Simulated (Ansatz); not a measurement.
The reference is Al2Cu (space group I4/mcm, No. 140).

```yaml
crystal:
  lattice:
    - [-3.02971, 3.02971, 2.43697]
    - [3.02971, -3.02971, 2.43697]
    - [3.02971, 3.02971, -2.43697]
  atoms:
    - { symbol: Al, position: [0.65828, 0.15828, 0.81655] }
    - { symbol: Al, position: [0.84172, 0.65828, 0.50000] }
    - { symbol: Al, position: [0.15828, 0.34172, 0.50000] }
    - { symbol: Al, position: [0.34172, 0.84172, 0.18345] }
    - { symbol: Cu, position: [0.25000, 0.25000, 0.00000] }
    - { symbol: Cu, position: [0.75000, 0.75000, 0.00000] }
```

Cartesian axes are those of the cell as printed.

Level of theory: DFT with PBE, PAW potentials and a 420 eV plane-wave cutoff in Ansatz (an electronic-structure program), scalar-relativistic without spin-orbit coupling, earlier PAW set.

For the base:

```
Quantity            Value
---------------  --------
Volume per atom  14.91 Å³
Band gap             zero
Pressure          0.0 GPa
```

The change: compressive biaxial strain of 1.52 % in the plane normal to [001], as in epitaxy on a mismatched substrate; the out-of-plane cell vector and the atoms relax.

Problem. Estimate the effect on the energy relative to the base.

Solution. The energy goes up by 4.4 meV/atom.

Problem. Estimate the effect on the volume per atom.

Solution. The volume per atom decreases by 0.27 Å³ to 14.64 Å³.

Problem. What does the calculation give for the band gap after the change?

Solution. The band gap is still zero.

Problem. How does this affect the pressure?

Solution. The pressure (mean of the normal stresses, compression positive) goes from zero to 2.1 GPa.

Without a gap, meshes like the base's 12×12×12 leave anisotropic stresses uncertain by several tenths of a GPa, and small strain energies with them. Stability against distortions was not tested. All final runs are without spin polarisation.
